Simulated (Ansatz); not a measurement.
The starting structures come from a database of crystals and need not be the phases stable at ambient conditions.

 Where the default PAW files enter, the runs use the earlier of Ansatz's two default sets.

Inside the gap of an insulator the Bloch states are evanescent, with a wavenumber k + iκ along the transport direction.

Input:

```xyz
8
Lattice="5.6070 0.0000 0.0000 0.0000 5.6070 0.0000 2.8035 -2.8035 5.4693" Properties=species:S:1:pos:R:3 pbc="T T T"
Zn     0.0000     0.0000     0.0000
Zn     2.8035     0.0000     2.7347
Si     2.8035     2.8035     0.0000
Si     5.6070     2.8035     2.7347
As     1.4017     4.1335     1.3673
As     6.9370     1.4017     4.1020
As     4.2052     1.4735     1.3673
As     4.2769    -1.4017     4.1020
```

Space group of this cell: I-42d, chalcopyrite. The cell is taken as given; by PBEsol its mean pressure is -0.7 GPa.

Transport runs along the normal of the first two printed cell vectors, the (001) plane of the conventional cell.

The gap is the functional's own. No spin-orbit coupling. Mid-gap values are interpolated on the energy grid.

Problem. State the band gap and the smallest decay constant κ at mid-gap according to PBEsol run with Ansatz (a first-principles code).

Solution. Gap 1.06 eV on a 6×6×6 mesh; κ = 0.067 1/Å, at the zone centre.
